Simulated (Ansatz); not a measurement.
Consider interstitial H in anatase TiO2 with all lengths changed by +1 %, charge state +1. Calculation: PBE, PAW (plane waves to 420 eV; Ansatz, a program for electronic structure).

Cell of 108 host sites held at the strained lattice (strain from the relaxed PBE one, atoms relaxed); the Γ point alone; Fermi-Dirac width 0.01 eV, spin-restricted; finite-size errors left in. No zero-point or tunnelling terms. The charge state is imposed; whether it is stable for some Fermi level was not computed. Sites that were not tried may lie lower.

Barriers: single points on a 2×2×2 k-point mesh shifted by half a step at the bands' geometries.

Relaxed starting cell (atoms counted from 1):

```yaml
crystal:
  lattice:
    - [11.51024, 0.00000, 0.00000]
    - [0.00000, 11.51024, 0.00000]
    - [0.00000, 0.00000, 9.79771]
  atoms:
    - { symbol: Ti, position: [0.99827, 0.16728, 0.24992] }
    - { symbol: Ti, position: [0.99902, 0.49989, 0.25017] }
    - { symbol: Ti, position: [0.99841, 0.83247, 0.24984] }
    - { symbol: Ti, position: [0.33220, 0.16644, 0.24835] }
    - { symbol: Ti, position: [0.33413, 0.49981, 0.25037] }
    - { symbol: Ti, position: [0.33203, 0.83310, 0.24850] }
    - { symbol: Ti, position: [0.66556, 0.16662, 0.24953] }
    - { symbol: Ti, position: [0.66640, 0.49980, 0.25038] }
    - { symbol: Ti, position: [0.66556, 0.83291, 0.24964] }
    - { symbol: Ti, position: [0.99602, 0.00055, 0.00167] }
    - { symbol: Ti, position: [0.99826, 0.33408, 0.00061] }
    - { symbol: Ti, position: [0.99825, 0.66706, 0.00057] }
    - { symbol: Ti, position: [0.33770, 0.00031, 0.00081] }
    - { symbol: Ti, position: [0.33579, 0.33449, 0.00038] }
    - { symbol: Ti, position: [0.33569, 0.66637, 0.00036] }
    - { symbol: Ti, position: [0.66697, 0.00042, 0.00140] }
    - { symbol: Ti, position: [0.66663, 0.33420, 0.00085] }
    - { symbol: Ti, position: [0.66654, 0.66677, 0.00080] }
    - { symbol: O, position: [0.00012, 0.16608, 0.04429] }
    - { symbol: O, position: [0.00082, 0.49964, 0.04324] }
    - { symbol: O, position: [0.00019, 0.83318, 0.04439] }
    - { symbol: O, position: [0.33349, 0.16607, 0.04464] }
    - { symbol: O, position: [0.33307, 0.49968, 0.04342] }
    - { symbol: O, position: [0.33342, 0.83321, 0.04464] }
    - { symbol: O, position: [0.66681, 0.16632, 0.04478] }
    - { symbol: O, position: [0.66730, 0.49972, 0.04436] }
    - { symbol: O, position: [0.66685, 0.83300, 0.04481] }
    - { symbol: O, position: [0.16684, 0.17055, 0.29338] }
    - { symbol: O, position: [0.16618, 0.49964, 0.29449] }
    - { symbol: O, position: [0.16680, 0.82888, 0.29336] }
    - { symbol: O, position: [0.49883, 0.16759, 0.29564] }
    - { symbol: O, position: [0.49958, 0.49973, 0.29432] }
    - { symbol: O, position: [0.49881, 0.83178, 0.29568] }
    - { symbol: O, position: [0.83223, 0.16715, 0.29343] }
    - { symbol: O, position: [0.83265, 0.49973, 0.29430] }
    - { symbol: O, position: [0.83231, 0.83229, 0.29354] }
    - { symbol: O, position: [0.99972, 0.99974, 0.20753] }
    - { symbol: O, position: [0.99817, 0.33351, 0.20548] }
    - { symbol: O, position: [0.99820, 0.66592, 0.20550] }
    - { symbol: O, position: [0.33273, 0.99971, 0.20611] }
    - { symbol: O, position: [0.33404, 0.33344, 0.20584] }
    - { symbol: O, position: [0.33399, 0.66604, 0.20587] }
    - { symbol: O, position: [0.66485, 0.99974, 0.20663] }
    - { symbol: O, position: [0.66556, 0.33324, 0.20629] }
    - { symbol: O, position: [0.66558, 0.66629, 0.20633] }
    - { symbol: O, position: [0.99861, 0.16790, 0.45496] }
    - { symbol: O, position: [0.99929, 0.49993, 0.45576] }
    - { symbol: O, position: [0.99872, 0.83196, 0.45512] }
    - { symbol: O, position: [0.33131, 0.16255, 0.45844] }
    - { symbol: O, position: [0.33249, 0.49987, 0.45602] }
    - { symbol: O, position: [0.33124, 0.83735, 0.45842] }
    - { symbol: O, position: [0.66622, 0.16519, 0.45672] }
    - { symbol: O, position: [0.66586, 0.49992, 0.45655] }
    - { symbol: O, position: [0.66622, 0.83464, 0.45673] }
    - { symbol: Ti, position: [0.16694, 0.99918, 0.76124] }
    - { symbol: Ti, position: [0.16456, 0.33273, 0.75589] }
    - { symbol: Ti, position: [0.16459, 0.66488, 0.75582] }
    - { symbol: Ti, position: [0.50085, 0.99915, 0.74839] }
    - { symbol: Ti, position: [0.49840, 0.33232, 0.74933] }
    - { symbol: Ti, position: [0.49838, 0.66606, 0.74929] }
    - { symbol: Ti, position: [0.83223, 0.99888, 0.74850] }
    - { symbol: Ti, position: [0.83063, 0.33238, 0.75007] }
    - { symbol: Ti, position: [0.83070, 0.66551, 0.75012] }
    - { symbol: Ti, position: [0.17210, 0.17861, 0.49808] }
    - { symbol: Ti, position: [0.16839, 0.49983, 0.49805] }
    - { symbol: Ti, position: [0.17209, 0.82113, 0.49855] }
    - { symbol: Ti, position: [0.50377, 0.16659, 0.50020] }
    - { symbol: Ti, position: [0.50210, 0.49982, 0.50053] }
    - { symbol: Ti, position: [0.50381, 0.83305, 0.50014] }
    - { symbol: Ti, position: [0.83526, 0.16824, 0.50011] }
    - { symbol: Ti, position: [0.83480, 0.50004, 0.50023] }
    - { symbol: Ti, position: [0.83544, 0.83178, 0.50003] }
    - { symbol: O, position: [0.14140, 0.00000, 0.53396] }
    - { symbol: O, position: [0.16488, 0.33524, 0.54309] }
    - { symbol: O, position: [0.16497, 0.66442, 0.54301] }
    - { symbol: O, position: [0.49965, 0.99990, 0.54500] }
    - { symbol: O, position: [0.49815, 0.33278, 0.54382] }
    - { symbol: O, position: [0.49809, 0.66700, 0.54382] }
    - { symbol: O, position: [0.83746, 0.99986, 0.54448] }
    - { symbol: O, position: [0.83216, 0.33343, 0.54400] }
    - { symbol: O, position: [0.83214, 0.66632, 0.54401] }
    - { symbol: O, position: [0.99893, 0.00021, 0.79473] }
    - { symbol: O, position: [0.00021, 0.33214, 0.79374] }
    - { symbol: O, position: [0.00023, 0.66820, 0.79374] }
    - { symbol: O, position: [0.33460, 0.00020, 0.79378] }
    - { symbol: O, position: [0.33458, 0.33339, 0.79464] }
    - { symbol: O, position: [0.33462, 0.66698, 0.79464] }
    - { symbol: O, position: [0.66701, 0.00014, 0.79514] }
    - { symbol: O, position: [0.66689, 0.33391, 0.79476] }
    - { symbol: O, position: [0.66690, 0.66643, 0.79476] }
    - { symbol: O, position: [0.17059, 0.16486, 0.70276] }
    - { symbol: O, position: [0.16788, 0.49992, 0.70747] }
    - { symbol: O, position: [0.17060, 0.83538, 0.70262] }
    - { symbol: O, position: [0.50195, 0.16675, 0.70650] }
    - { symbol: O, position: [0.50135, 0.49997, 0.70535] }
    - { symbol: O, position: [0.50196, 0.83319, 0.70651] }
    - { symbol: O, position: [0.83274, 0.16688, 0.70574] }
    - { symbol: O, position: [0.83423, 0.49998, 0.70618] }
    - { symbol: O, position: [0.83284, 0.83313, 0.70583] }
    - { symbol: O, position: [0.16660, 0.99931, 0.95495] }
    - { symbol: O, position: [0.16682, 0.33207, 0.95510] }
    - { symbol: O, position: [0.16686, 0.66653, 0.95512] }
    - { symbol: O, position: [0.50018, 0.99943, 0.95759] }
    - { symbol: O, position: [0.50032, 0.33292, 0.95709] }
    - { symbol: O, position: [0.50033, 0.66608, 0.95708] }
    - { symbol: O, position: [0.83302, 0.99943, 0.95806] }
    - { symbol: O, position: [0.83346, 0.33285, 0.95639] }
    - { symbol: O, position: [0.83351, 0.66609, 0.95637] }
    - { symbol: H, position: [0.05691, 0.99990, 0.51914] }
```
Cell charge +1.

End state 1 differs by these moves (Å; atoms that move under 0.08 Å are left out):

| atom | element | Δx | Δy | Δz |
|---|---|---|---|---|
| 46 | O | 0.04 | -0.06 | 0.03 |
| 49 | O | 0.04 | 0.06 | -0.03 |
| 64 | Ti | -0.13 | 0.00 | 0.00 |
| 66 | Ti | -0.13 | 0.00 | 0.00 |
| 73 | O | 0.58 | 0.00 | 0.00 |
| 91 | O | -0.09 | 0.00 | 0.00 |
| 93 | O | -0.09 | 0.00 | 0.00 |
| 109 | H | 2.53 | 0.00 | 0.00 |

Q: Give the forward and backward barriers to end state 1 at the level PBE, PAW.

A: forward 0.43 eV, backward 0.43 eV; at the saddle point atom 109 has neighbours O at 0.98, 2 O at 2.19 Å. The saddle point's order was not checked, and it lies on a symmetry element of the cell, where a band can be held.

End state 2 differs by these moves (Å; atoms that move under 0.08 Å are left out):

| atom | element | Δx | Δy | Δz |
|---|---|---|---|---|
| 10 | Ti | 0.09 | 0.00 | 0.00 |
| 55 | Ti | 0.00 | 0.00 | -0.12 |
| 61 | Ti | 0.00 | 0.00 | 0.12 |
| 64 | Ti | -0.09 | -0.12 | 0.02 |
| 66 | Ti | -0.09 | 0.12 | 0.01 |
| 67 | Ti | -0.09 | 0.00 | 0.00 |
| 69 | Ti | -0.09 | 0.00 | 0.00 |
| 70 | Ti | -0.09 | 0.12 | -0.02 |
| 72 | Ti | -0.09 | -0.12 | -0.01 |
| 73 | O | 0.24 | 0.00 | 0.10 |
| 79 | O | 0.24 | 0.00 | -0.10 |
| 109 | H | -1.31 | 0.00 | 0.00 |

Q: Give the forward and backward barriers to end state 2 at the level PBE, PAW.

A: forward 0.70 eV, backward 0.70 eV; at the saddle point atom 109 has neighbours 2 O at 1.28 Å. The saddle point's order was not checked, and it lies on a symmetry element of the cell, where a band can be held.

End state 3 differs by these moves (Å; atoms that move under 0.08 Å are left out):

```json
[
 {"atom": "3", "element": "Ti", "Δx": "0.02", "Δy": "0.00", "Δz": "-0.10"},
 {"atom": "48", "element": "O", "Δx": "0.01", "Δy": "0.30", "Δz": "0.11"},
 {"atom": "55", "element": "Ti", "Δx": "0.00", "Δy": "0.02", "Δz": "-0.10"},
 {"atom": "64", "element": "Ti", "Δx": "-0.05", "Δy": "-0.17", "Δz": "0.02"},
 {"atom": "66", "element": "Ti", "Δx": "0.07", "Δy": "0.07", "Δz": "0.03"},
 {"atom": "72", "element": "Ti", "Δx": "-0.17", "Δy": "-0.05", "Δz": "0.02"},
 {"atom": "73", "element": "O", "Δx": "0.30", "Δy": "0.01", "Δz": "0.11"},
 {"atom": "109", "element": "H", "Δx": "-0.66", "Δy": "-0.66", "Δz": "-0.37"}
]
```

Q: Predict the forward and backward barriers to end state 3 from PBE, PAW.

A: forward 0.44 eV, backward 0.44 eV; at the saddle point atom 109 has neighbours 2 O at 1.23; Ti at 2.12 Å. The saddle point's order was not checked, and it lies on a symmetry element of the cell, where a band can be held.
